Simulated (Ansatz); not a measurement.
System: KS (P-62m, No. 189; cell taken from a computed entry). Method: LDA in Ansatz (plane waves, PAW).

Numerical settings: plane-wave cutoff 500 eV, 6×6×8 k mesh (along the axes of the cell as run), gaussian smearing 0.02 eV, scalar-relativistic PAW data made under PBE.

Computed at the level's own relaxed cell.

### Question
Give the computed volume per atom, lattice constant a, c axis length and band gap.

### Answer

volume per atom: 27.56 Å³/atom
lattice constant a: 8.307 Å
c axis length: 5.533 Å
band gap: 1.28 eV (on the SCF k mesh)

Note: the relaxation could not lower the start's symmetry, so the cell can be a saddle point above a distorted one.

Static lattice: no zero-point or thermal effects.

Ansatz is an electronic-structure program.
